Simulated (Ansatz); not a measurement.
An Ansatz (an electronic-structure program) run: Nb with a change (isotropic strain −1.37 %); PBE, PAW, 420 eV (Ansatz; spin-orbit coupling left out).

Input:

Ansatz 0.2 input:
```yaml
crystal:
  lattice:
    - [-1.6321395392, 1.6321395392, 1.6321395392]
    - [1.6321395392, -1.6321395392, 1.6321395392]
    - [1.6321395392, 1.6321395392, -1.6321395392]
  atoms:
    - { symbol: Nb, position: [0, 0, 0] }
basis: { ecutwfc: 420, ecutrho_ratio: 4, xc_grid: 2, fft_grid_basis: typed }
kpoints: { mp_grid: { grid: [20, 20, 20] } }
hamiltonian:
  xc: pbe
  dispersion: none
  pseudopotentials: { kind: paw }
scf: { occupations: { method: fermi_dirac, width: 0.05 }, convergence: { dr2_threshold: 0.0000000001 } }
relax: { f_tol: 0.005, max_steps: 50 }
output: { forces: true, stress: true }
checkpoint: { write: state.ck, write_every: 1000 }
```

Output (explanatory and most iteration lines left out):

```
Relaxation: its limit of steps is 50 (relax.max_steps)
Pseudopotential: Nb, paw, valence charge 13
Crystal: 1 atoms, lattice volume = 17.391 Å³
Basis set: ecut = 420 eV, 321 PW (Γ), exchange–correlation on 40×40×40 points (8 copies of the dense FFT grid, shifted against one another)
Bands: 11, of which v1, the nominal top of the filled ones, is band 7 counted from 1 (6 counted from 0)
Symmetry: 48 space group operations
Space group: Im-3m (ITA 229), of the structure as read, at distance tolerance 2.6e-5 Å
k-points: 256 of 8000
Functional: x = pbe(κ = 0.804, μ = 0.2195149727645171), c = pbe(β = 0.06672455060314922)
SCF iter   1: F=—  HF=-4552.273195 eV  |F-HF|=—  |Δ(HF+E_count)|=         —  Δρ=4.14e-3  dr2=1.99e-3  ethr=1.77e-3  ⟨swp⟩=5.1  Hψ=16495  notcnv=0
SCF iter   2: F=—  HF=-4552.272818 eV  |F-HF|=—  |Δ(HF+E_count)|=   3.76e-4  Δρ=1.69e-3  dr2=2.22e-4  ethr=1.53e-5  ⟨swp⟩=2.2  Hψ=5848  notcnv=0
SCF 1 converged in 6 iterations: F = -4552.272826 eV  dr2 = 1.14e-11
relax step   1: F+E_penalty+E_count = -4552.27282602 eV  Δ(F+E_penalty+E_count) = +0.000e0 eV  max|allowed force component| = 0.000e0 eV/Å  Δτ_max = 0.0000 Å  (6 SCF iters, accepted)
SCF converged after 6 iterations
Free energy (F): -4552.272826 eV
Internal energy: -4552.261488 eV  (E = F + TS)
E sigma→0 (E₀):  -4552.267157 eV
Entropy (-TS):   -0.011338 eV (-11.338 meV/atom)
Fermi energy:    18.521977 eV
--- Forces (eV/Å), atoms counted from 1 ---
  atom   1  Nb    -0.00000000     0.00000000     0.00000000
--- Stress (GPa, compression-positive) ---
        7.598537       0.000000      -0.000000
        0.000000       7.598537       0.000000
       -0.000000       0.000000       7.598537
  P = ⅓ Tr σ = 7.5985 GPa (75.985 kbar)
--- Relaxed structure (1 steps of the walk, 1 accepted, 0 SCFs on fresh bases) ---
  atoms:
    - { symbol: Nb, position: [0.0, 0.0, 0.0] }
```

Stability against distortions was not tested. All final runs are without spin polarisation. The cell was made from Nb in the bcc (W type) structure (space group Im-3m, No. 229) by this change: isotropic strain −1.37 %.
